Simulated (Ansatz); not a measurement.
## AlN: response to strain

Start from AlN in the zinc blende structure (space group F-43m, No. 216; a = 4.342 Å). Axes: x, y, z lie along the cube axes.

Strains are applied to the cell and any free atomic positions relax; under biaxial strain the out-of-plane vector relaxes too.

Level of theory: LDA/PAW in Ansatz (a quantum-chemistry and plane-wave program), scalar-relativistic without spin-orbit coupling.

Notes on the quantities. energy relative to the base: free energy F; in-plane stress: mean in-plane stress (compression positive).

```tsv
variant	energy relative to the base	ratio −ε⊥/ε∥	band gap	shortest interatomic distance	in-plane stress
base	0 meV/atom	–	3.25 eV	1.880 Å	–
biaxial strain −2.50 %, plane normal [001], relaxed out of plane	+12 meV/atom	1.04	3.09 eV	1.866 Å	+8.0 GPa
biaxial strain −2.00 %, plane normal [001], relaxed out of plane	…	1.05	3.12 eV	1.869 Å	+6.2 GPa
biaxial strain −1.50 %, plane normal [001], relaxed out of plane	+4.3 meV/atom	1.06	3.16 eV	1.872 Å	+4.6 GPa
biaxial strain −1.00 %, plane normal [001], relaxed out of plane	+1.9 meV/atom	1.08	3.19 eV	1.875 Å	+3.0 GPa
biaxial strain +0.50 %, plane normal [001], relaxed out of plane	+0.4 meV/atom	–	3.19 eV	1.883 Å	-1.4 GPa
biaxial strain +1.00 %, plane normal [001], relaxed out of plane	+1.7 meV/atom	1.13	…	1.886 Å	…
biaxial strain +1.50 %, plane normal [001], relaxed out of plane	+3.8 meV/atom	1.15	3.07 eV	1.888 Å	-3.9 GPa
biaxial strain +2.00 %, plane normal [001], relaxed out of plane	+6.7 meV/atom	…	3.01 eV	1.891 Å	-5.1 GPa
biaxial strain +3.00 %, plane normal [001], relaxed out of plane	+15 meV/atom	1.20	2.91 eV	1.896 Å	-7.3 GPa
```

**Question.** Fill in the withheld entries from the trend.

**Answer.** 
- biaxial strain −2.00 %, plane normal [001], relaxed out of plane, energy relative to the base: +7.7 meV/atom
- biaxial strain +1.00 %, plane normal [001], relaxed out of plane, band gap: 3.13 eV
- biaxial strain +1.00 %, plane normal [001], relaxed out of plane, in-plane stress: -2.7 GPa
- biaxial strain +2.00 %, plane normal [001], relaxed out of plane, ratio −ε⊥/ε∥: 1.16

Stability against distortions was not tested. This is not the structure that AlN has at room temperature and ambient pressure.
